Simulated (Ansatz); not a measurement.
Where the default PAW files enter, the runs use the earlier of Ansatz's two default sets.

Data:

```xyz
2
Lattice="4.6416 0.0000 0.0000 0.0000 4.6416 0.0000 2.3208 2.3208 3.2821" Properties=species:S:1:pos:R:3 pbc="T T T"
Cd     0.0000     0.0000     0.0000
Te     4.6416     2.3208     1.6411
```

Space group of this cell: F-43m, zinc blende. The cell is taken as given.

The current runs along the normal of the first two printed vectors, the (001) plane. All runs by Ansatz (a program for electronic structure), plane waves and PAW, without spin-orbit coupling; the base is r2SCAN.

```csv
run,mean pressure (GPa),gap (eV),mid-gap κ (1/Å)
base,-0.1,1.15,0.082
all lengths scaled by 0.98,2.7,1.35,0.093
all lengths scaled by 1.02,-2.2,0.96,0.071
lda in place of r2scan,-2.8,0.40,0.030
"lengths across the current scaled by 0.98, ions clamped",1.7,[?],[?]
"lengths across the current scaled by 1.02, ions clamped",-1.5,0.98,0.073
"lengths along the current scaled by 0.97, ions clamped",1.2,[?],[?]
"lengths along the current scaled by 1.03, ions clamped",-1.2,1.02,0.079
pbesol in place of r2scan,-1.3,[?],[?]
```

**Question.** Complete the blanks.

**Answer.** 
- lengths across the current scaled by 0.98, ions clamped, gap (eV): 1.26
- lengths across the current scaled by 0.98, ions clamped, mid-gap κ (1/Å): 0.091
- lengths along the current scaled by 0.97, ions clamped, gap (eV): 1.18
- lengths along the current scaled by 0.97, ions clamped, mid-gap κ (1/Å): 0.085
- pbesol in place of r2scan, gap (eV): 0.55
- pbesol in place of r2scan, mid-gap κ (1/Å): 0.041
